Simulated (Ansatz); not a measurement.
Start from GaS in the beta-GaS type structure (space group P6_3/mmc, No. 194; a = 3.534 Å, c = 15.039 Å; layered, stacked along the Cartesian z axis).

The change: every lattice vector is shortened by 0.65 %, atoms relaxed at fixed cell.

Level of theory: PBEsol-D3(BJ) (Ansatz, a quantum-chemistry and plane-wave program; PAW; 420 eV plane waves; spin-orbit coupling left out).

Base, band edges from the VBM (valence, conduction): K -2.15, 1.35; H -1.97, 1.65; M -1.81, 1.29; L -2.17, 1.56; A -0.85, 2.23; Γ 0.00, 1.73 eV.

Question: Give the band edges at the high-symmetry points of the new zone, measured from its valence-band maximum.

Answer: 
```json
[
 {"point": "Γ", "valence edge (eV)": "0.00", "conduction edge (eV)": "1.84"},
 {"point": "M", "valence edge (eV)": "-1.84", "conduction edge (eV)": "1.26"},
 {"point": "K", "valence edge (eV)": "-2.18", "conduction edge (eV)": "1.26"},
 {"point": "A", "valence edge (eV)": "-0.88", "conduction edge (eV)": "2.35"},
 {"point": "L", "valence edge (eV)": "-2.22", "conduction edge (eV)": "1.54"},
 {"point": "H", "valence edge (eV)": "-1.98", "conduction edge (eV)": "1.57"}
]
```

The gap is 1.26 eV, indirect, Γ → M.

The cells carry an imposed strain or load. Stability against distortions was not tested.
